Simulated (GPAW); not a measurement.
# Input and output of a self-consistent single point for Na2NiO2 (Immm, 5 atoms in the cell) (GPAW)

Computed with PBEsol, GPAW PAW datasets PBEsol (made by gpaw-setup) (plane waves; GPAW 25.7.0).

This input was run:

```python
from ase import Atoms
from ase.units import GPa
from gpaw import GPAW

atoms = Atoms(['Na', 'Na', 'Ni', 'O', 'O'],
              cell=[[-1.434825, 2.275525, 4.824045],
                    [1.434825, -2.275525, 4.824045],
                    [1.434825, 2.275525, -4.824045]],
              scaled_positions=[[0.321140, 0.321140, 0.000000],
                                [0.678860, 0.678860, 0.000000],
                                [0.000000, 0.000000, 0.000000],
                                [0.130780, 0.630780, 0.500000],
                                [0.869220, 0.369220, 0.500000]],
              pbc=True)

calc = GPAW(mode={'name': 'pw', 'ecut': 900},
            xc='PBEsol',
            kpts={'size': (6, 6, 6), 'gamma': True},
            occupations={'name': 'methfessel-paxton', 'width': 0.01, 'order': 0},
            nbands=-4,
            convergence={'density': 1e-05, 'energy': 1e-05, 'bands': -2},
            symmetry={'symmorphic': False, 'tolerance': 0.0005},
            maxiter=100)

atoms.calc = calc

energy = atoms.get_potential_energy()
print('Energy (eV):', round(energy, 6))
forces = atoms.get_forces()
print('Forces (eV/Ang):')
print(forces.round(5))
stress = atoms.get_stress()
print('Stress (GPa, Voigt):', (stress / GPa).round(4))
```

Log, with long lists cut:

```
Input parameters:
  convergence: {bands: -2,
                density: 1e-05,
                energy: 1e-05}
  kpts: {gamma: True,
         size: (6, 6, 6)}
  maxiter: 100
  mode: {ecut: 900,
         name: pw}
  nbands: -4
  occupations: {name: methfessel-paxton,
                order: 0,
                width: 0.01}
  symmetry: {symmorphic: False,
             tolerance: 0.0005}
  xc: PBEsol

species:
  Na:
    name: Sodium
    Z: 11.0
    valence: 7
    core: 4
    charge: 0.0
    file: Na.PBEsol.gz

    # Using partial waves for Na as LCAO basis

  Ni:
    name: Nickel
    Z: 28.0
    valence: 16
    core: 12
    charge: 0.0
    file: Ni.PBEsol.gz

    # Using partial waves for Ni as LCAO basis

  O:
    name: Oxygen
    Z: 8.0
    valence: 6
    core: 2
    charge: 0.0
    file: O.PBEsol.gz

    # Using partial waves for O as LCAO basis

Reference energy: -54216.487745  # eV

Spin-paired calculation

Convergence criteria:
 Maximum [total energy] change in last 3 cyles: 1e-05 eV / valence electron
 Maximum integral of absolute [dens]ity change: 1e-05 electrons / valence electron
 Maximum integral of absolute [eigenst]ate change: 4e-08 eV^2 / valence electron
 Maximum number of scf [iter]ations: 100

Symmetries present (total): 8
Symmetries with fractional translations: 0
216 k-points: 6 x 6 x 6 Monkhorst-Pack grid + [1/12,1/12,1/12]
46 k-points in the irreducible part of the Brillouin zone
       k-points in crystal coordinates                weights
   0:     0.00000000    0.00000000    0.00000000          1/216
   1:     0.16666667   -0.16666667   -0.16666667          2/216
   2:     0.16666667   -0.16666667    0.00000000          4/216
   [... 7 lines left out ...]
          ...
  45:     0.50000000    0.50000000    0.50000000          1/216

Wave functions: Plane wave expansion
  Cutoff energy: 900.000 eV
  Number of coefficients (min, max): 3824, 3881
  Pulay-stress correction: 0.000000 eV/Ang^3 (de/decut=0.000000)

Occupation numbers: Methfessel-Paxton:
  width: 0.0100  # eV
  order: 0

Eigensolver

Densities:
  Coarse grid: 40*40*40 grid
  Fine grid: 80*80*80 grid
  Total Charge: 0.000000

Density mixing:
  Method: separate
  Backend: pulay
  Linear mixing parameter: 0.05
  old densities: 5
  Damping of long wavelength oscillations: 50

Hamiltonian:
  XC and Coulomb potentials evaluated on a 80*80*80 grid
  External potential:
    NoExternalPotential

XC parameters: PBEsol with 2 nearest neighbor stencil

Number of atoms: 5
Number of atomic orbitals: 34
Number of bands in calculation: 25
Number of valence electrons: 42
Bands to converge: 23

Density initialized from atomic densities
  25 bands from LCAO basis set

Atomic positions and initial magnetic moments

Positions:
   0 Na    -0.000000   -0.000000    3.098388    ( 0.0000,  0.0000,  0.0000)
   1 Na    -0.000000   -0.000000    6.549702    ( 0.0000,  0.0000,  0.0000)
   2 Ni     0.000000    0.000000    0.000000    ( 0.0000,  0.0000,  0.0000)
   3 O      1.434825    0.000000    1.261777    ( 0.0000,  0.0000,  0.0000)
   4 O      0.000000    2.275525    3.562268    ( 0.0000,  0.0000,  0.0000)

Unit cell:
           periodic     x           y           z      points  spacing
  1. axis:    yes   -1.434825    2.275525    4.824045    40     0.1029
  2. axis:    yes    1.434825   -2.275525    4.824045    40     0.0688
  3. axis:    yes    1.434825    2.275525   -4.824045    40     0.0607

  Lengths:   5.523418   5.523418   5.523418
  Angles:  149.887026 131.341738  58.292258

Effective grid spacing dv^(1/3) = 0.0995

     iter     time        total  log10-change:
                         energy   eigst   dens
iter:   1 --:--:--   -29.725975   +0.40
iter:   2 --:--:--   -29.165726   -0.39  -1.18
iter:   3 --:--:--   -27.808690   -0.58  -1.24
iter:   4 --:--:--   -27.620663   -0.80  -1.47
iter:   5 --:--:--   -27.630494   -1.65  -1.67
iter:   6 --:--:--   -27.624012   -1.81  -1.88
iter:   7 --:--:--   -27.483857   -1.75  -1.84
iter:   8 --:--:--   -27.486757   -2.44  -2.59
iter:   9 --:--:--   -27.485355   -2.75  -2.58
iter:  10 --:--:--   -27.481309   -3.39  -2.60
iter:  11 --:--:--   -27.481379   -4.26  -3.33
iter:  12 --:--:--   -27.481376c  -4.74  -3.37
iter:  13 --:--:--   -27.481313c  -4.75  -3.38
iter:  14 --:--:--   -27.481309c  -5.95  -3.58
iter:  15 --:--:--   -27.481313c  -6.05  -3.60
iter:  16 --:--:--   -27.481304c  -5.35  -3.64
iter:  17 --:--:--   -27.481300c  -6.55  -3.81
iter:  18 --:--:--   -27.481303c  -5.38  -3.88
iter:  19 --:--:--   -27.481290c  -5.83  -3.88
iter:  20 --:--:--   -27.481290c  -7.20  -4.58
iter:  21 --:--:--   -27.481290c  -7.24  -4.61
iter:  22 --:--:--   -27.481290c  -6.72  -4.76
iter:  23 --:--:--   -27.481289c  -7.12  -4.48
iter:  24 --:--:--   -27.481289c  -7.79c -5.17c

Converged after 24 iterations.

Dipole moment: (0.000000, -0.000000, 0.000000) |e|*Ang

Energy contributions relative to reference atoms: (reference = -54216.487745)

Kinetic:        +26.871561
Potential:      -24.317805
External:        +0.000000
XC:             -30.471763
Entropy (-ST):   -0.000000
Local:           +0.436717
SIC:             +0.000000
--------------------------
Free energy:    -27.481289
Extrapolated:   -27.481289

Showing only first 2 kpts
 Kpt  Band  Eigenvalues  Occupancy
  0    19      2.63517    2.00000
  0    20      3.48365    2.00000
  0    21      4.96956    0.00000
  0    22      5.18398    0.00000

  1    19      2.84035    2.00000
  1    20      3.36050    2.00000
  1    21      4.68588    0.00000
  1    22      6.93823    0.00000

Fermi level: 4.10030

Gap: 0.580 eV
Transition (v -> c):
  (s=0, k=45, n=20, [0.50, 0.50, 0.50]) -> (s=0, k=7, n=21, [0.33, -0.33, -0.33])
Direct/indirect transitions are different
Direct gap: 1.019 eV
Transition at: (s=0, k=41, n=20, [0.50, 0.33, 0.50])
Energy (eV): -27.481289

Forces in eV/Ang:
  0 Na    0.00000    0.00000    0.08284
  1 Na    0.00000    0.00000   -0.08284
  2 Ni    0.00000    0.00000   -0.00000
  3 O     0.00000    0.00000   -0.41487
  4 O     0.00000    0.00000    0.41487

Stress tensor:
     0.021146    -0.000000    -0.000000
    -0.000000    -0.001091    -0.000000
    -0.000000    -0.000000     0.027509
Stress (GPa, Voigt): [ 3.3879 -0.1748  4.4074 -0.     -0.     -0.    ]
```

The run converged in 24 iterations. GPAW prints stress with tension positive.

At such cutoffs GPAW's stress carries a finite-basis (Pulay) error, which enters relaxed cells too; its log prints stress with tension positive.

The starting cell comes from a database of computed structures (which also holds hypothetical and non-ambient phases and stackings), without a prior relaxation at this level.

Cost on one core of a shared machine: roughly 6 min.
